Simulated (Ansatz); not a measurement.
Input:

```yaml
crystal:
  lattice:
    - [0.00000, 2.09878, 2.09878]
    - [2.09878, 0.00000, 2.09878]
    - [2.09878, 2.09878, 0.00000]
  atoms:
    - { symbol: Mg, position: [0.00000, 0.00000, 0.00000] }
    - { symbol: O, position: [0.50000, 0.50000, 0.50000] }
```

These are PBEsol, rigid bands (plane waves, PAW, scalar-relativistic; Ansatz, an electronic-structure program) values and carry that method's errors. Condition of this run: hydrostatic pressure 2 GPa (the target of the relaxation). Geometry: cell and atoms relaxed with PBEsol, then loaded as said.

Predict the hole conductivity mass (n e² τ/σ) at 300 K, by direction if it differs.

2.3 mₑ.

What conductivity effective mass do dilute electrons have at 300 K?

0.36 mₑ.

And the band gap?

4.74 eV at this level; semilocal functionals usually fall short of the measured gap.

Rigid bands, one relaxation time for all states, no polarons. Spin-orbit coupling is left out.
